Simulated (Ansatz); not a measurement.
An Ansatz (a quantum-chemistry and plane-wave program) input for monoclinic HfO2 with Ca and one O vacancy, 48 sites:

Ansatz 0.2 input:
```yaml
crystal:
  lattice:
    - [10.3230491, 0.0, 0.0]
    - [0.0, 10.4240176, 0.0]
    - [-0.8983005, 0.0, 5.2765359]
  atoms:
    - { symbol: Ca, position: [0.135987898, 0.234279093, 0.702631925] }
    - { symbol: Hf, position: [0.137578883, 0.733553914, 0.713890273] }
    - { symbol: Hf, position: [0.645854069, 0.227165371, 0.712192365] }
    - { symbol: Hf, position: [0.638495645, 0.734075582, 0.704793162] }
    - { symbol: Hf, position: [0.372936634, 0.256144848, 0.317422724] }
    - { symbol: Hf, position: [0.361813357, 0.774962563, 0.296552666] }
    - { symbol: Hf, position: [0.864701575, 0.27105902, 0.293339119] }
    - { symbol: Hf, position: [0.859104978, 0.772336176, 0.296373291] }
    - { symbol: Hf, position: [0.374767342, 0.487910166, 0.770249622] }
    - { symbol: Hf, position: [0.36118461, 0.983941817, 0.795186611] }
    - { symbol: Hf, position: [0.860619321, 0.481115575, 0.797229247] }
    - { symbol: Hf, position: [0.867355738, 0.979755275, 0.799949598] }
    - { symbol: Hf, position: [0.136113242, 0.024628135, 0.20454463] }
    - { symbol: Hf, position: [0.132509947, 0.532380351, 0.219083952] }
    - { symbol: Hf, position: [0.640041922, 0.019034841, 0.202901545] }
    - { symbol: Hf, position: [0.634410086, 0.519110609, 0.211631523] }
    - { symbol: O, position: [0.037406364, 0.068647179, 0.848186424] }
    - { symbol: O, position: [0.035256819, 0.586048907, 0.853120078] }
    - { symbol: O, position: [0.535322232, 0.086351695, 0.849809711] }
    - { symbol: O, position: [0.536663357, 0.587198765, 0.843878118] }
    - { symbol: O, position: [0.441933702, 0.410621818, 0.125273241] }
    - { symbol: O, position: [0.467734327, 0.91370556, 0.152462609] }
    - { symbol: O, position: [0.971981929, 0.41274625, 0.14796103] }
    - { symbol: O, position: [0.965383443, 0.909448362, 0.160645531] }
    - { symbol: O, position: [0.473178546, 0.335471737, 0.654282831] }
    - { symbol: O, position: [0.465464519, 0.837687262, 0.650400313] }
    - { symbol: O, position: [0.949954587, 0.345421696, 0.637565027] }
    - { symbol: O, position: [0.960915637, 0.828732863, 0.65857118] }
    - { symbol: O, position: [0.028502123, 0.162866475, 0.323076902] }
    - { symbol: O, position: [0.030457964, 0.66410902, 0.358231894] }
    - { symbol: O, position: [0.542724193, 0.161432941, 0.354027911] }
    - { symbol: O, position: [0.528390528, 0.658560953, 0.350472434] }
    - { symbol: O, position: [0.228387655, 0.868994704, 0.980135565] }
    - { symbol: O, position: [0.726274393, 0.372287401, 0.978102071] }
    - { symbol: O, position: [0.724503149, 0.870013343, 0.976955212] }
    - { symbol: O, position: [0.281886564, 0.13356403, 0.03254278] }
    - { symbol: O, position: [0.27356834, 0.619838014, 0.023334957] }
    - { symbol: O, position: [0.774726786, 0.126825445, 0.021915937] }
    - { symbol: O, position: [0.770919349, 0.627296881, 0.036286489] }
    - { symbol: O, position: [0.284978588, 0.116072818, 0.516709397] }
    - { symbol: O, position: [0.273434666, 0.630803644, 0.525758105] }
    - { symbol: O, position: [0.779141611, 0.120861311, 0.525947723] }
    - { symbol: O, position: [0.770446064, 0.620204844, 0.528718451] }
    - { symbol: O, position: [0.236801391, 0.389102954, 0.451352488] }
    - { symbol: O, position: [0.22223789, 0.877867307, 0.478424258] }
    - { symbol: O, position: [0.710828978, 0.377773115, 0.466214492] }
    - { symbol: O, position: [0.722519093, 0.876589866, 0.475005803] }
basis:
  ecutwfc: 420
  ecutrho_ratio: 4
  xc_grid: 2
kpoints:
  mp_grid: { grid: [2, 2, 4] }
hamiltonian:
  xc: pbe
  dispersion: none
  pseudopotentials: { kind: paw }
scf:
  n_extra_bands: 36
  occupations: { method: fermi_dirac, width: 0.01 }
output:
  forces: true
  stress: true
  eigenstates: { kpoints: [[0, 0, 0]], e_range: [-4.0, 6.0], localisation: true }
relax:
  f_tol: 0.03
  max_steps: 100
  cell: { stress_tol: 0.15 }
```

Level of theory: PBE (plane waves to 420 eV, PAW; Ansatz). No spin–orbit coupling. Its k-point mesh 2×2×4, Fermi–Dirac width 0.01 eV.

What does the end of the output print (band table and long remarks left out, numbers rounded to eight decimals)?


```
SCF converged after 4 iterations
Free energy (F): -255311.212785 eV
Harris-Foulkes:  -255311.212785 eV  (|F-HF|=1.53e-8)
Internal energy: -255311.212785 eV  (E = F + TS)
E sigma→0 (E₀):  -255311.212785 eV
Fermi energy:    14.835777 eV
--- Per-component energies (eV) ---
  E_band       = -701.369915
  E_kinetic    = 12019.017288
  E_local      = -98816.848074  (includes V_loc(G=0)·N_el)
  E_nonlocal   = -17094.722266
  E_hartree    = 45033.293327
  E_xc         = -6924.268621
  E_vxc        = -7082.121197  (∫ρ·V_xc dr)
  E_paw        = -109664.922419  (= ΣΔE_a)
  E_vpaw       = 20206.633536  (= ΣTr[D̂ρ^β])
  E_aug_tail   = 0.076812  (compensation charges beyond the density's cutoff)
  E_ewald      = -79862.838833
  E_smearing   = 0.000000  (= −TS)
  E_closure    = 0.000000  (closes the sum)
  Σ components = -255311.212785   (vs F -255311.212785, Δ=0.00e0)
--- Forces (eV/Å), atoms counted from 1 ---
  atom   1  Ca     0.00068395     0.00028851    -0.00004409
  atom   2  Hf    -0.00085552     0.00248058    -0.00058945
  atom   3  Hf    -0.00433658     0.00132117    -0.00078505
  atom   4  Hf    -0.00009691    -0.00011339    -0.00071840
  atom   5  Hf     0.00532388     0.00543757     0.00104442
  atom   6  Hf     0.00244815    -0.00122124    -0.00011726
  atom   7  Hf    -0.00256488    -0.00169001    -0.00144281
  atom   8  Hf     0.00062316    -0.00169136     0.00005099
  atom   9  Hf     0.00359642    -0.00020559    -0.00002868
  atom  10  Hf     0.00097178    -0.00043852     0.00016040
  atom  11  Hf    -0.00049935     0.00132312     0.00129301
  atom  12  Hf    -0.00095189    -0.00247943     0.00023600
  atom  13  Hf    -0.00108896     0.00110534     0.00080442
  atom  14  Hf     0.00204919    -0.00000263    -0.00259206
  atom  15  Hf    -0.00114049     0.00228753    -0.00100859
  atom  16  Hf    -0.00198830     0.00005541    -0.00020387
  atom  17  O     -0.00111636    -0.00185264     0.00003924
  atom  18  O      0.00001406    -0.00087844     0.00029278
  atom  19  O      0.00114546    -0.00140255     0.00085201
  atom  20  O      0.00031607    -0.00106171     0.00034961
  atom  21  O     -0.00016389     0.00024391    -0.00080074
  atom  22  O     -0.00049276     0.00020596    -0.00015927
  atom  23  O     -0.00049625    -0.00006733    -0.00018086
  atom  24  O     -0.00060476    -0.00008574    -0.00043608
  atom  25  O     -0.00079671     0.00039270     0.00008271
  atom  26  O      0.00040941     0.00089444    -0.00056874
  atom  27  O     -0.00206174     0.00168265    -0.00029786
  atom  28  O     -0.00017536    -0.00034609    -0.00066971
  atom  29  O     -0.00006295    -0.00053140    -0.00204071
  atom  30  O     -0.00019508     0.00067716     0.00113196
  atom  31  O      0.00067497    -0.00133933     0.00167208
  atom  32  O     -0.00007965     0.00085667     0.00149353
  atom  33  O      0.00052487    -0.00001421    -0.00029621
  atom  34  O      0.00167589    -0.00029541    -0.00015435
  atom  35  O      0.00084025     0.00110160    -0.00087008
  atom  36  O      0.00153541    -0.00214320     0.00235450
  atom  37  O     -0.00073763     0.00073319    -0.00011463
  atom  38  O     -0.00143400     0.00006949    -0.00071935
  atom  39  O     -0.00081399    -0.00029221    -0.00054800
  atom  40  O      0.00150419    -0.00103302    -0.00039621
  atom  41  O      0.00003341    -0.00151787     0.00015931
  atom  42  O     -0.00022262    -0.00078244    -0.00014594
  atom  43  O      0.00006039    -0.00033551     0.00029024
  atom  44  O     -0.00068452     0.00079824     0.00253781
  atom  45  O     -0.00041984    -0.00093657     0.00033720
  atom  46  O     -0.00015194     0.00005930    -0.00062544
  atom  47  O     -0.00021185     0.00074924     0.00136816
  max |Σ_I F_I| component: 1.39e-5 eV/Å
--- Stress (GPa, compression-positive) ---
       -0.006437      -0.002675      -0.002920
       -0.002675      -0.006482      -0.000114
       -0.002920      -0.000114      -0.000169
  P = ⅓ Tr σ = -0.0044 GPa (-0.044 kbar)
--- Relaxed structure (19 steps of the walk, 19 accepted, 2 SCFs on fresh bases) ---
  F+E_penalty+E_count = -255311.21278513 eV   max|allowed force component| = 5.437e-3 eV/Å   (the final SCF, on the basis selected at the relaxed cell)
  cell:  # Å, volume = 574.5769 Å³
    - [10.37471973, 0.08010807, 0.01651584]
    - [0.08089160, 10.49391902, -0.00346133]
    - [-0.89435490, -0.00872301, 5.27646224]
  atoms:
    - { symbol: Ca, position: [0.14030932, 0.23715450, 0.73188382] }
    - { symbol: Hf, position: [0.14242947, 0.73249307, 0.71015747] }
    - { symbol: Hf, position: [0.64487314, 0.23229871, 0.70552390] }
    - { symbol: Hf, position: [0.64025037, 0.73177558, 0.71431777] }
    - { symbol: Hf, position: [0.35627562, 0.25101845, 0.32525690] }
    - { symbol: Hf, position: [0.36607795, 0.77492557, 0.29202755] }
    - { symbol: Hf, position: [0.87053773, 0.27064456, 0.28868899] }
    - { symbol: Hf, position: [0.86817889, 0.77575353, 0.30014737] }
    - { symbol: Hf, position: [0.36312774, 0.48845886, 0.76755305] }
    - { symbol: Hf, position: [0.36316772, 0.98198529, 0.80019586] }
    - { symbol: Hf, position: [0.87139746, 0.47913874, 0.79541176] }
    - { symbol: Hf, position: [0.86657700, 0.98106038, 0.79666643] }
    - { symbol: Hf, position: [0.13575204, 0.02178644, 0.20686715] }
    - { symbol: Hf, position: [0.14715506, 0.52471529, 0.21002361] }
    - { symbol: Hf, position: [0.64126623, 0.02301702, 0.20364455] }
    - { symbol: Hf, position: [0.66193526, 0.53176611, 0.22067183] }
    - { symbol: O, position: [0.03603508, 0.06614923, 0.84502896] }
    - { symbol: O, position: [0.04857341, 0.57521191, 0.83825915] }
    - { symbol: O, position: [0.53603703, 0.08788893, 0.84217061] }
    - { symbol: O, position: [0.53856853, 0.57948775, 0.87907833] }
    - { symbol: O, position: [0.29089190, 0.38419645, 0.03321885] }
    - { symbol: O, position: [0.47368083, 0.91392946, 0.15818570] }
    - { symbol: O, position: [0.97581215, 0.41768519, 0.15200577] }
    - { symbol: O, position: [0.96397410, 0.91751090, 0.16854055] }
    - { symbol: O, position: [0.47331243, 0.34270944, 0.65030535] }
    - { symbol: O, position: [0.46972551, 0.83353835, 0.65721149] }
    - { symbol: O, position: [0.94768045, 0.33335355, 0.64470949] }
    - { symbol: O, position: [0.96545269, 0.82593394, 0.66687209] }
    - { symbol: O, position: [0.03567614, 0.16917987, 0.32031008] }
    - { symbol: O, position: [0.04063395, 0.66783732, 0.34291388] }
    - { symbol: O, position: [0.53861511, 0.17585256, 0.33700117] }
    - { symbol: O, position: [0.53424918, 0.65089004, 0.36628307] }
    - { symbol: O, position: [0.23016238, 0.86988342, 0.98146447] }
    - { symbol: O, position: [0.73085258, 0.37611209, 0.97869379] }
    - { symbol: O, position: [0.72526244, 0.87203804, 0.98226950] }
    - { symbol: O, position: [0.28310949, 0.11983051, 0.04422809] }
    - { symbol: O, position: [0.28165476, 0.63388407, 0.01811849] }
    - { symbol: O, position: [0.77556245, 0.13020106, 0.01692144] }
    - { symbol: O, position: [0.78271648, 0.63417505, 0.03012297] }
    - { symbol: O, position: [0.28289656, 0.11574918, 0.52674768] }
    - { symbol: O, position: [0.28032858, 0.62773311, 0.51603347] }
    - { symbol: O, position: [0.77604876, 0.12036837, 0.51602072] }
    - { symbol: O, position: [0.78293451, 0.62355501, 0.52893624] }
    - { symbol: O, position: [0.23063503, 0.38879634, 0.48460359] }
    - { symbol: O, position: [0.22774729, 0.87739086, 0.48123807] }
    - { symbol: O, position: [0.71289351, 0.38282727, 0.46568735] }
    - { symbol: O, position: [0.72436569, 0.87670912, 0.48112280] }
```

Cost: very roughly 50 core-minutes.
